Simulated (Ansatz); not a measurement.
Bond-angle distributions (per cent of the angles at each element, bins of 10°) of a relaxed model of amorphous Zn$_{12}$As$_{12}$Te$_{36}$ at 5.92 g/cm³. Computed with PBE-D3(BJ), scalar-relativistic without spin-orbit coupling, PAW (Ansatz default set, large-core Te) (plane waves to 420 eV; Ansatz, an electronic-structure program).

It comes from a melt-quench run on a machine-learned potential (CHGNet), relaxed afterwards by DFT. The hot cell started wider than the set density and was brought back towards it in steps. It is the lowest in DFT energy of 3 quenches. It is a model cell: composition and starting density were chosen by hand, and all elements were melted together. The geometry includes D3(BJ) dispersion. Its density started from a set value of 5.70 and ended at 5.92 g/cm³. The simulated quench (nominally 79 K/ps over its main leg) is rapid and tends to freeze in more defects than a deposited or slowly cooled glass has. A cell of this size samples the disorder only roughly. Volume and shape were free in the relaxation. On a 2×2×2 Γ-centred mesh force components of up to 0.29 eV/Å stay, since the relaxation ran on one k-point at (1/4, 1/4, 1/4).

Bonds are counted up to Zn-Zn 2.93 Å, Zn-As 2.72 Å, Zn-Te 3.22 Å, As-As 2.84 Å, As-Te 2.90 Å, Te-Te 3.20 Å.

| angle (°) | at Zn | at As | at Te |
|---|---|---|---|
| 50-60 | 0 | 0 | 1 |
| 60-70 | 1 | 0 | 2 |
| 70-80 | 4 | 3 | 7 |
| 80-90 | 8 | 26 | 24 |
| 90-100 | 20 | 36 | 28 |
| 100-110 | 22 | 28 | 17 |
| 110-120 | 25 | 5 | 6 |
| 120-130 | 11 | 0 | 4 |
| 130-140 | 5 | 3 | 2 |
| 140-150 | 0 | 0 | 4 |
| 150-160 | 1 | 0 | 2 |
| 160-170 | 1 | 0 | 2 |
| 170-180 | 1 | 0 | 1 |

They go with these counts of neighbours within the cut-offs, cation contacts included: Zn mean 4.2, most often 4; As mean 3.1, most often 3; Te mean 3.0, most often 3.
